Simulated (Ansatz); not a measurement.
The starting structures come from a database of crystals and need not be the phases stable at ambient conditions.

By PBEsol, the system below comes out a metal.

Without scattering a metal conducts by its projected Fermi surface.

Data:

```xyz
9
Lattice="6.5840 0.0000 0.0000 0.0000 8.2692 0.0000 0.0000 4.1346 2.3871" Properties=species:S:1:pos:R:3 pbc="T T T"
V      0.0000     6.2019     1.1936
V      4.3893     8.2692     2.3871
V      2.1947     2.0673     1.1936
Ge     0.0000     3.4480     1.1979
Ge     4.3893     6.8960     0.0000
Ge     2.1947     7.5826     1.1892
Ge     0.0000     8.9558     1.1892
Ge     4.3893     1.3732     0.0000
Ge     2.1947     4.8212     1.1979
```

Space group of this cell: P6_222. The cell is taken as given; by PBEsol its mean pressure is -2.3 GPa.

The current flows along the normal of the first two printed cell vectors, the (110) plane of the conventional cell. No spin-orbit coupling; the value is a mean over 0.1 eV about the Fermi level.

### Question
Estimate the ballistic conductance per area that PBEsol run with Ansatz (a program for electronic structure) returns for this system.

### Answer
0.43 × 10¹⁵ S/m² for both spins.
